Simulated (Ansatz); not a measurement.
We consider SrTiSe₃ (model structure, started from the cubic perovskite type, Pm-3m, No. 221, 5 atoms in the cell), described by PBEsol+SOC (PAW; Ansatz, an electronic-structure program).

Input file:

Ansatz 0.2 input:
```yaml
crystal:
  lattice:
    - [4.9523173927, 0.0, 0.0]
    - [0.0, 4.9523173927, 0.0]
    - [0.0, 0.0, 4.9523173927]
  atoms:
    - { symbol: Sr, position: [0.0, 0.0, 0.0] }
    - { symbol: Ti, position: [0.5, 0.5, 0.5] }
    - { symbol: Se, position: [0.0, 0.5, 0.5] }
    - { symbol: Se, position: [0.5, 0.5, 0.0] }
    - { symbol: Se, position: [0.5, 0.0, 0.5] }
basis:
  ecutwfc: 520
  ecutrho_ratio: 4
  xc_grid: 2
kpoints:
  mp_grid: { grid: [12, 12, 12] }
hamiltonian:
  xc: pbesol
  dispersion: none
  pseudopotentials: { kind: paw }
scf:
  occupations: { method: fermi_dirac, width: 0.05 }
  convergence: { dr2_threshold: 0.0000000005 }
output:
  forces: true
  stress: true
  eigenvalues: true
magnetization:
  noncollinear: true
  spin_orbit: true
```

From the output:

```
Crystal: 5 atoms, lattice volume = 121.458 Å³
Basis set: ecut = 520 eV, 3239 PW (Γ), exchange–correlation on 80×80×80 points (8 copies of the dense FFT grid, shifted against one another)
Bands: 84, of which v1, the nominal top of the filled ones, is band 70 counted from 1 (69 counted from 0)
Symmetry: 48 space group operations + 48 with time reversal
k-points: 84 of 1728
Initial density: superposition of atomic densities (chi_scale 0.1, normalization cell, long waves kept (reshape's long-wave potential 0.00 eV rms))
Functional: x = pbesol(κ = 0.804, μ = 0.12345679012345678), c = pbesol(β = 0.046)
spin=Noncollinear: Kerker preconditioning applied to the charge; magnetization (m_x, m_y, m_z) channels mix plain (no charge-response kernel on spin).
SCF 1 converged in 13 iterations: F = -22246.479110 eV  dr2 = 3.09e-10
SCF converged after 13 iterations
Free energy (F): -22246.479110 eV
Internal energy: -22246.460177 eV  (E = F + TS)
E sigma→0 (E₀):  -22246.469644 eV
Fermi energy:    9.414583 eV
--- Forces (eV/Å), atoms counted from 1 ---
  atom   1  Sr    -0.00000000     0.00000000     0.00000000
  atom   2  Ti     0.00000000    -0.00000000     0.00000000
  atom   3  Se     0.00000000    -0.00000000    -0.00000000
  atom   4  Se    -0.00000000    -0.00000000    -0.00000000
  atom   5  Se    -0.00000000    -0.00000000     0.00000000
--- Stress (GPa, compression-positive) ---
       -0.010054      -0.000000      -0.000000
       -0.000000      -0.010054       0.000000
        0.000000       0.000000      -0.010054
  P = ⅓ Tr σ = -0.0101 GPa (-0.101 kbar)
```

The PAW data were made under PBE.

Note: the relaxation could raise the start's symmetry but not lower it, so the cell can be a saddle point.

Computing time: roughly 2.9 core-minutes.

A model structure was made by putting elements into a prototype or built by hand; it is no filed structure, need not be a known phase, and can be a saddle point held by its symmetry.
